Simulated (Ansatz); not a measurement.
Consider LiAl3 in the Cu3Au type structure (space group Pm-3m, No. 221; a = 4.0011 Å; a cell from a computed database, its experimental status unchecked; relaxed with 0.1 eV smearing). Axes: x, y, z lie along the cube axes.

All numbers come from Kohn–Sham DFT with the PBEsol functional, run in Ansatz (a quantum-chemistry and plane-wave program) with PAW and 420 eV plane waves, no spin-orbit coupling.

Base values:

The band gap is zero.

Perturbation: tensile biaxial strain of 2.45 % in the plane normal to [110], as in epitaxy on a mismatched substrate; the out-of-plane cell vector and the atoms relax.

**Question.** How does this affect the in-plane stress, out-of-plane strain and band gap?

**Answer.** The mean in-plane stress (compression positive) comes out as -3.1 GPa; the out-of-plane strain amounts to -1.34 %; the band gap stays zero.

No phonon test of stability was made.
